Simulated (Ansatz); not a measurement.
The parent structure is InP in the CsCl type structure (space group Pm-3m, No. 221; a = 3.388 Å; a hypothetical phase, not in the database extracts checked; relaxed with 0.1 eV smearing). Axes: x, y, z lie along the cube axes.

Computed with PBEsol (Ansatz, a quantum-chemistry and plane-wave program), spin-orbit coupling left out.

A first run, uniaxial strain ε_yy = +2.37 %, gives secant values C11 ≈ 77 GPa and C12 ≈ 65 GPa from its stress. A second run applies biaxial strain +1.61 %, plane normal [001], relaxed out of plane.

What does linear elasticity predict for −ε⊥/ε∥ in the second run, and what does the run give?

Linear elasticity: 2 C12/C11 = 1.69. The run gives 1.88; any difference comes from nonlinear terms at these strains and numerical noise.

Stability against distortions was not tested. All final runs are without spin polarisation.
